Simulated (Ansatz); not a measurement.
Consider W in the fcc (Cu type) structure (space group Fm-3m, No. 225; a = 3.998 Å).

Perturbation: cell and atoms relaxed at a pressure of 1.5 GPa.

Levels (all Ansatz, a program for electronic structure, PAW): PBEsol (420 eV, scalar-relativistic without spin-orbit coupling); PBEsol+SOC (420 eV, noncollinear with spin-orbit coupling).

The geometry is relaxed with PBEsol.

* **PBEsol pressure**: 1.5 GPa

Question: What does PBEsol+SOC give at this geometry for the pressure?

Answer: The pressure goes up by 1.0 GPa, from 1.5 GPa to 2.5 GPa.

Single points use the geometry relaxed with PBEsol. The spin-orbit shifts are approximate. Load acts through the strain it causes; cell and atoms are relaxed under it. No phonon test of stability was made. The runs without spin-orbit coupling are not spin-polarised. This is not the structure that W has at room temperature and ambient pressure.
